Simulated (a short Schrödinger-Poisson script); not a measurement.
Stack: gated Al0.33Ga0.67N/GaN polarisation-induced gas, at 77 K.

```
layer       material  thickness (nm)  Na (cm⁻³)
-----  -------------  --------------  ---------
1      Al0.33Ga0.67N              20          -
2                GaN            6000       5e15
```

The device is made up for the run: typed textbook-type constants, with dimensions and the other settings drawn at random. Al0.33Ga0.67N: permittivity 9.3, conduction-band edge (eV) 0.462, gap (eV) 4.09, electron mass (mₑ) 0.24, Nv at 300 K (cm⁻³) 4.6e19. GaN: permittivity 9.5, conduction-band edge (eV) 0, gap (eV) 3.43, Nv at 300 K (cm⁻³) 4.6e19.

Channel valleys (confinement mass, in-plane density-of-states mass, number): Γ 0.2, 0.2, 1. At the gate the conduction-band edge of layer 1 lies 1.27 eV − eVg above the Fermi level of the channel; the field vanishes at the back. Sheet of polarisation charge: +1.6e13 e/cm² at 20 nm from the gate. The barrier under the gate holds no holes. Gaps are held at their typed values at every temperature. Mesh 0.08 nm at interfaces.

Solved with a short Schrödinger-Poisson script written for these runs: 1D Poisson equation in equilibrium, electrons quantum, Hartree plus LDA exchange-correlation (BenDaniel-Duke, 40 states a valley, the channel's in-plane mass for all, wave functions free to enter the barrier), parabolic valleys, classical holes, full ionisation, no traps, pinning or gate leakage.

**Question.** List the lowest subbands of each valley and their electrons at Vg = 0.5 V.

**Answer.** 
| valley | subband | energy from the Fermi level (meV) | electrons (cm⁻²) | share (%) |
|---|---|---|---|---|
| Γ | 0 | -154.8 | 1.29e13 | 93.6 |
| Γ | 1 | -9.1 | 8.83e11 | 6.4 |
| Γ | 2 | 44.0 | 7.30e8 | 0.0 |

All electrons: 1.38e13 cm⁻².
